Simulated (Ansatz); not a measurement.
Carrier doping in SiGe

The parent structure is SiGe in the wurtzite structure (space group P6_3mc, No. 186; a model cell, its experimental status unchecked).

SiGe is modelled in the hexagonal space group P6₃mc (No. 186), the wurtzite structure, Pearson symbol hP4. Cell: a = 3.904 Å, b = 3.904 Å, c = 6.455 Å, α = 90.00°, β = 90.00°, γ = 120.00°. Ge on 2b is surrounded by 4 Si at 2.396–2.414 Å (tetrahedral). Si on 2b is coordinated by 4 Ge at 2.396–2.414 Å (tetrahedral). (Neighbours: up to the widest gap in distance over summed covalent radii, below 1.35, at either atom.)

Carriers are added at fixed cell with a uniform background; the Fermi–Dirac width is that of 300 K.

The values are results of r2SCAN (Ansatz, a first-principles code; PAW; 500 eV plane waves; no SOC), not measurements.

Notes on the quantities. Fermi level from band edge: Fermi level relative to the doped band's edge (positive inside the band; to 0.05 eV).

| electron density (10^21 cm⁻³) | Fermi level from band edge (eV) |
|---|---|
| 1 | 0.15 |
| 2 | ? |
| 3 | 0.35 |
| 7 | 0.60 |

**Question.** Fit E_F = C n^s, fitted as a line in log–log form (a parabolic band gives s = 2/3) to the rows shown and predict the withheld row.

**Answer.** Least squares on the printed values gives C = 0.15 eV, s = 0.72 (largest residual 0.01 eV); this predicts 0.25 eV, and the run gives 0.25 eV, in agreement.

Charged cell with a jellium background: band edges are those of the host's band count, energies are not comparable with the neutral cell, and many-body gap narrowing is missing. Whether these cells are dynamically stable was not tested.
